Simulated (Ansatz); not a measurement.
For Ti₃Al (P6₃/mmc, No. 194), LDA in Ansatz (PAW) gives:

```
Item                               Value
------------------------------  --------
lattice constant a               5.619 Å
lattice parameter c              4.567 Å
Voigt–Reuss–Hill shear modulus  60.7 GPa
```

### Question
What does r²SCAN in Ansatz (PAW) give for the same quantities?

### Answer

- lattice constant a: 5.748 Å (rises by 2.3 %)
- lattice parameter c: 4.633 Å (grows by 1.4 %)
- Voigt–Reuss–Hill shear modulus: 64.1 GPa (goes up by 5.6 %)

Changes are worked out from the printed values.

Unless a cell is named, each level is at its own relaxed cell (LDA 15.61, r²SCAN 16.57 Å³/atom).

The crystal itself was run without spin with LDA, r²SCAN; a magnetic state was not tried in these runs.

Ansatz's density-functional and Hartree–Fock values are scalar-relativistic unless marked +SOC, with PAW data made under PBE.

Ansatz is a quantum-chemistry and plane-wave program.
